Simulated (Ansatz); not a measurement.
Consider interstitial Na in 2H silicon carbide, charge state +1. All values below come from PBE, PAW (plane waves to 420 eV; Ansatz, a first-principles code).

72-site cell at the relaxed PBE lattice, the Γ point alone, smearing 0.01 eV, spin-restricted, no finite-size correction. Static, classical nuclei. The host's phase is taken as given; its stability against other phases was not computed. The charge state is imposed; whether it is stable for some Fermi level was not computed. Sites that were not tried may lie lower.

Barriers: single points on a 2×2×2 k-point mesh shifted by half a step along c at the bands' geometries.

The step: one Na atom jumps by itself; the atom moves 2.53 Å along (0.00, 0.00, 0.50) of the unit cell; the moving atom starts with neighbours 3 C at 2.08, 3 C at 2.39; 3 Si at 2.20, 3 Si at 2.47 Å and ends with 3 C at 2.08, 3 C at 2.39; 3 Si at 2.20, 3 Si at 2.47 Å.

Problem. Predict the migration barrier of this step from PBE, PAW.

Solution. 82.8 kcal/mol, the same both ways. At the saddle the moving atom has neighbours 3 C at 1.95; 3 Si at 2.08 Å. The check of the saddle point's order was inconclusive, and it lies on a symmetry element of the cell, where a band can be held.
